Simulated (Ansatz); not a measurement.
**A computed series for Co: response to strain**

The parent structure is Co in the hcp (Mg type) structure (space group P6_3/mmc, No. 194; a = 2.494 Å, c = 4.037 Å; ferromagnetic; relaxed with 0.1 eV smearing). Axes: x lies along a and z along c of the hexagonal cell.

Strains are applied to the cell and any free atomic positions relax; under biaxial strain the out-of-plane vector relaxes too.

Computed with Ansatz (a program for electronic structure), PBE, PAW, cutoff 420 eV, spin-orbit coupling left out.

```csv
"biaxial strain, plane normal [001], relaxed out of plane (%)",out-of-plane strain (%)
0,0.00
0.65,-0.37
1.2,-0.68
2.45,?
4.15,-2.38
```

Fit ε⊥ = −νε + γε² (strains in %) to the rows shown and predict the withheld row.

Least squares on the printed values gives ν = 0.57 (the biaxial Poisson response) and γ = -0.002 (largest residual 0.00 %); this predicts -1.40 %, and the run gives -1.39 %, in agreement.

The magnetic state is the one reached from the starting moments; the real material's order can differ, and small cells can't hold many antiferromagnetic ones. Stability against distortions was not tested.
